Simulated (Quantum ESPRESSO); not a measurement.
A user runs Quantum ESPRESSO on Mg14ZnMo (P-6m2, 16 atoms in the cell) and asks whether the run is sound. The aim is a self-consistent single point with DFT, PBEsol, plane waves, SSSP 1.1.2 efficiency (PBE) pseudopotentials.

This input was run:

```fortran
&CONTROL
 calculation = 'scf'
 prefix = 'scf'
 outdir = './work'
 pseudo_dir = './'
 tprnfor = .true.
 tstress = .true.
/
&SYSTEM
 ibrav = 0
 nat = 16
 ntyp = 3
 ecutwfc = 60
 ecutrho = 480
 occupations = 'smearing'
 smearing = 'marzari-vanderbilt'
 degauss = 0.0036749
 input_dft = 'pbesol'
/
&ELECTRONS
 conv_thr = 1.0d-1
 mixing_beta = 0.5
/
ATOMIC_SPECIES
Mg    24.3050  Mg.pbe-n-kjpaw_psl.0.3.0.UPF
Zn    65.3800  Zn_pbe_v1.uspp.F.UPF
Mo    95.9500  Mo_ONCV_PBE-1.0.oncvpsp.upf
ATOMIC_POSITIONS {alat}
Mg    0.749992500    0.433008372    0.000000000
Mg    0.500000000    0.000008660    0.000000000
Mg    0.250007500    0.433008372    0.000000000
Mg   -0.248650000    0.433792125    0.787394202
Mg    0.000000000    0.864466558    0.787394202
Mg    0.248650000    0.433792125    0.787394202
Mg   -0.260630000    0.727825070    0.399571062
Mg    0.260630000    0.727825070    1.175217342
Mg    0.000000000    0.276400668    0.399571062
Mg   -0.260630000    0.727825070    1.175217342
Mg    0.260630000    0.727825070    0.399571062
Mg    0.000000000    0.276400668    1.175217342
Mg    0.500000000    0.288675135    0.395193150
Mg    0.500000000    0.288675135    1.179595254
Zn    0.000000000    0.000000000    0.000000000
Mo    0.000000000    0.000000000    0.787394202
K_POINTS {automatic}
3 3 2  0 0 0
CELL_PARAMETERS {bohr}
  12.057529044     0.000000000     0.000000000
  -6.028764522    10.442126459     0.000000000
   0.000000000     0.000000000    18.988056917
```

Output, abridged:

```
     file Mg.pbe-n-kjpaw_psl.0.3.0.UPF: wavefunction(s)  3S renormalized

     Message from routine setup:
     using ibrav=0 with symmetry is DISCOURAGED, use correct ibrav instead
     G-vector sticks info
     --------------------
   [... lines left out ...]
        13        Mg     tau(  13) = (   0.5000000   0.2886751   0.3951931  )
        14        Mg     tau(  14) = (   0.5000000   0.2886751   1.1795953  )
        15        Zn     tau(  15) = (   0.0000000   0.0000000   0.0000000  )
        16        Mo     tau(  16) = (   0.0000000   0.0000000   0.7873942  )

     number of k points=     6  Marzari-Vanderbilt smearing, width (Ry)=  0.0037
                       cart. coord. in units 2pi/alat
        k(    1) = (   0.0000000   0.0000000   0.0000000), wk =   0.1111111
        k(    2) = (   0.0000000   0.0000000  -0.3175030), wk =   0.1111111
        k(    3) = (   0.0000000   0.3849002   0.0000000), wk =   0.6666667
        k(    4) = (   0.0000000   0.3849002  -0.3175030), wk =   0.6666667
        k(    5) = (   0.3333333   0.5773503   0.0000000), wk =   0.2222222
        k(    6) = (   0.3333333   0.5773503  -0.3175030), wk =   0.2222222

     Dense  grid:   424507 G-vectors     FFT dimensions: (  90,  90, 135)

     Smooth grid:   150291 G-vectors     FFT dimensions: (  60,  60,  96)

     Initial potential from superposition of free atoms

     starting charge      61.9859, renormalised to      62.0000
     Self-consistent Calculation

     iteration #  1     ecut=    60.00 Ry     beta= 0.50

     total energy              =   -1053.17800007 Ry
     estimated scf accuracy    <       5.19218384 Ry

     iteration #  2     ecut=    60.00 Ry     beta= 0.50

     total energy              =   -1054.25498738 Ry
     estimated scf accuracy    <      49.17381001 Ry

     iteration #  3     ecut=    60.00 Ry     beta= 0.50

     total energy              =   -1056.31214283 Ry
     estimated scf accuracy    <       8.23395755 Ry

     iteration #  4     ecut=    60.00 Ry     beta= 0.50

     total energy              =   -1056.39595846 Ry
     estimated scf accuracy    <       5.43163213 Ry

     iteration #  5     ecut=    60.00 Ry     beta= 0.50

     total energy              =   -1056.04471405 Ry
     estimated scf accuracy    <       4.18218178 Ry

     iteration #  6     ecut=    60.00 Ry     beta= 0.50
     End of self-consistent calculation

     the Fermi energy is     4.7220 ev

!    total energy              =   -1056.30467000 Ry
     estimated scf accuracy    <       0.09580456 Ry
     smearing contrib. (-TS)   =      -0.00018832 Ry
     internal energy E=F+TS    =   -1056.30448169 Ry

     convergence has been achieved in   6 iterations

     Forces acting on atoms (cartesian axes, Ry/au):

     atom    1 type  1   force =    -0.00020031   -0.00011565    0.00000000
     atom    2 type  1   force =     0.00000000    0.00023130    0.00000000
     atom    3 type  1   force =     0.00020031   -0.00011565    0.00000000
     atom    4 type  1   force =     0.00261371    0.00150903    0.00000000
   [... lines left out ...]
     Total force =     0.017658     Total SCF correction =     0.116940
   [... lines left out ...]

          total   stress  (Ry/bohr**3)                   (kbar)     P=      157.23
   0.00105091   0.00000000   0.00000000          154.59        0.00        0.00
   0.00000000   0.00105091   0.00000000            0.00      154.59        0.00
   0.00000000   0.00000000   0.00110459            0.00        0.00      162.49

   JOB DONE.
```

Question: Is anything amiss in this input, and did it matter?

Answer: The run is not sound. The fault is a convergence threshold that is too loose. A loop that stops early leaves an energy error of second order in the density error, but errors of first order in forces and stress. To fix it, tighten the threshold. The run converged in 6 iterations without an error; against the sound input the free energy rises by 167 meV/atom, the pressure goes from -2.93 to 15.72 GPa and the largest force goes from 0.168 to 0.176 eV/Å. The full log also holds: “SCF correction compared to forces is large: reduce conv_thr to get better values”.

The sound input it was made from differs as follows (other fixes are possible):
```diff
- conv_thr = 1.0d-1
+ conv_thr = 1.0d-10
```

With that input, the run converged in 23 iterations: free energy E − TS -14374.4344 eV; Fermi level (on the code's own zero) 4.58 eV; pressure -2.93 GPa; largest force (vector length) 0.168 eV/Å (DFT, PBEsol, plane waves, SSSP 1.1.2 efficiency (PBE) pseudopotentials).

On the sound input: the starting cell comes from a database of computed structures (which also holds hypothetical and non-ambient phases and stackings), without a prior relaxation at this level. Its lattice was rescaled by a random factor within 2.5 % of one. Spin polarisation is off.
